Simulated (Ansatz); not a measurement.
Ag (model structure, Pm-3n, No. 223, 8 atoms in the cell) was calculated with PBEsol in Ansatz (PAW).

Numerical settings: plane-wave cutoff 520 eV, 12×12×12 k mesh, Fermi–Dirac smearing 0.05 eV, no spin polarisation, scalar-relativistic PAW data made under PBE.

Cell (relaxed at this level):

```xyz
8
Lattice="5.1619 0.0000 0.0000 0.0000 5.1619 0.0000 0.0000 0.0000 5.1619" Properties=species:S:1:pos:R:3 pbc="T T T"
Ag     0.0000     0.0000     0.0000
Ag     2.5809     2.5809     2.5809
Ag     1.2905     0.0000     2.5809
Ag     3.8714     0.0000     2.5809
Ag     2.5809     1.2905     0.0000
Ag     2.5809     3.8714     0.0000
Ag     0.0000     2.5809     1.2905
Ag     0.0000     2.5809     3.8714
```

Problem. Give the computed bulk modulus B0.

Solution. 
bulk modulus B0: 110 GPa

The run finds no gap.

Note: the bulk modulus is −V dP/dV from two relaxed cells at ±2 % in volume; the relaxation could raise the start's symmetry but not lower it, so the cell can be a saddle point.

The computed numbers hold no vibrational or temperature effects.

Computing time: roughly 4 core-minutes.

A model structure was made by putting elements into a prototype or built by hand; it is no filed structure, need not be a known phase, and can be a saddle point held by its symmetry.

Ansatz is a program for electronic structure.
